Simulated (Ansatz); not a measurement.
Consider TiAl (space group P4/mmm, No. 123; a = 2.813 Å, c = 4.062 Å; relaxed with 0.1 eV smearing). Axes: x, y, z lie along a, b, c of the conventional cell.

All numbers come from r2SCAN (Ansatz, a program for electronic structure, PAW, no spin-orbit coupling).

For the base:

The shortest interatomic distance is 5.315 bohr and the pressure is 0.0 GPa.

It is then changed as follows: a pure shear with ε_xz = ε_zx = 0.0057, atoms relaxed at fixed cell.

**Question.** How does this affect the energy relative to the base?

**Answer.** The energy goes up by 0.8 meV/atom.

**Question.** How does this affect the shortest interatomic distance?

**Answer.** The shortest interatomic distance stays 5.315 bohr.

**Question.** Predict the new pressure.

**Answer.** The pressure (mean of the normal stresses, compression positive) is still 0.0 GPa.

The cells carry an imposed strain or load. Stability against distortions was not tested. The final runs are not spin-polarised.
